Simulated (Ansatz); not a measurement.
## CdS: isotropic strain +4.69 %

Start from CdS in the zinc blende structure (space group F-43m, No. 216; a = 5.927 Å).

It is then changed as follows: an isotropic linear strain of +4.69 %, atoms relaxed at fixed cell.

Calculations: Ansatz (a first-principles code) PBE, no SOC, earlier PAW set. Settings: 10×10×10 k-points, 0.05 eV Fermi–Dirac smearing.

```csv
quantity,base,changed,shift
volume per atom,26.03 Å³,29.86 Å³,+3.837 Å³
space group,F-43m (No. 216),F-43m (No. 216),–
shortest interatomic distance,2.567 Å,2.687 Å,+0.120 Å
energy relative to the base (free energy F),0 meV/atom,+73 meV/atom,+73 meV/atom
pressure,0.00 GPa,-5.35 GPa,-5.35 GPa
band gap,1.04 eV,0.73 eV,-0.31 eV
gap character,direct at Γ,direct at Γ,–
width of the top valence band,2.02 eV,1.56 eV,-0.46 eV
electron mass,0.12 mₑ (at Γ),0.094 mₑ (at Γ),–
"hole mass (degenerate bands, along [100])","0.13, 0.82, 0.82 mₑ (at Γ)","0.099, 1.0, 1.0 mₑ (at Γ)",–
```

Final structure:

```
CELL_PARAMETERS angstrom
      0.00000     3.10254     3.10254
      3.10254     0.00000     3.10254
      3.10254     3.10254     0.00000
ATOMIC_POSITIONS crystal
  S  0.75000 0.75000 0.75000
  Cd 0.00000 0.00000 0.00000
```

Cost of the whole job for the changed cell (relaxation, final SCF and bands): roughly 16 core-seconds.

Masses are band curvatures over ±0.01 Å⁻¹ around the edge. Stability against distortions was not tested.
